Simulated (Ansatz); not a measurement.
Where the default PAW files enter, the runs use the earlier of Ansatz's two default sets.

Consider the following.

```
Al2O3
1.0
    4.80503     0.00000     0.00000
   -2.40252     4.16128     0.00000
    2.40251     1.38709     4.37208
Al O
4 6
Direct
  0.70420   0.85210   0.44370
  0.29580   0.14790   0.55630
  0.29580   0.64790   0.05630
  0.70420   0.35210   0.94370
  0.50000   0.44386   0.75000
  0.50000   0.55614   0.25000
  0.80614   0.05614   0.75000
  0.19386   0.94386   0.25000
  0.19386   0.75000   0.75000
  0.80614   0.25000   0.25000
```

Space group of this cell: R-3c, corundum. The cell is taken as given; by r2SCAN its mean pressure is -7.1 GPa.

Level of theory: r2SCAN (plane waves, PAW; Ansatz, a first-principles code).

The current runs along the normal of the first two printed vectors; no spin-orbit coupling. Scaled by the factor s: all lengths (ions clamped). The meshes follow the cell: 10×10×10 and 12×12 across at s = 0.98, 8×8×8 and 12×12 across at s = 1.00, 8×8×8 and 12×12 across at s = 1.02.

```tsv
s	mean pressure (GPa)	slowest mid-gap decay constant κ (1/Å)
0.98	8.6	?
1.00	-7.1	0.392
1.02	-19.1	0.362
```

### Question
Take the slope of the slowest mid-gap decay constant κ against ln s from the two given rows, extrapolate to s = 0.98, and say what the run there gives.

### Answer
Slope = (0.362 − 0.392) / ln 1.02 = -1.51 1/Å. The line gives 0.392 + (-1.51) × ln 0.98 = 0.423 1/Å. The run gives 0.423 1/Å, as the line does.
